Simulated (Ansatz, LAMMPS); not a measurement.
# Ge well of 13 atomic layers along [001] in random Si0.3Ge0.7, interfaces sharp

Cell 17.02 × 17.02 × 57.12 Å, Si161Ge559, 720 atoms. Prepared with Tersoff's 1989 multicomponent potential (SiCGe.tersoff) (LAMMPS): minimisation. 

The numbers are results of PBE, support functions at accuracy medium on the grid of 370 eV (norm-conserving potentials; Ansatz, an electronic-structure program), not measurements.

Basis: localised support functions (accuracy medium) on a full density matrix. k-points: zone centre alone; occupations: Fermi-Dirac, 0.010 eV; spin polarisation not allowed. No spin-orbit coupling.

| Property | Value |
|---|---|
| Kohn-Sham gap of the cell on its k-mesh | 0.23 eV |
| weight of the highest filled level on the well | 0.75 |
| weight of the lowest empty level on the well | 0.40 |
| coordination (neighbours within 2.927 Å) | 100.0 % 4-fold |
| Ge-Ge bonds, mean ± spread | 2.483 ± 0.007 Å |
| Ge-Si bonds, mean ± spread | 2.439 ± 0.008 Å |
| Si-Si bonds, mean ± spread | 2.390 ± 0.008 Å |
| bond angles, mean ± spread | 109.5° ± 1.2° |
| pressure | 0.05 GPa |
| cost of the final run | about 40 core-minutes (a rough figure), 12 SCF iterations, 15 GiB |
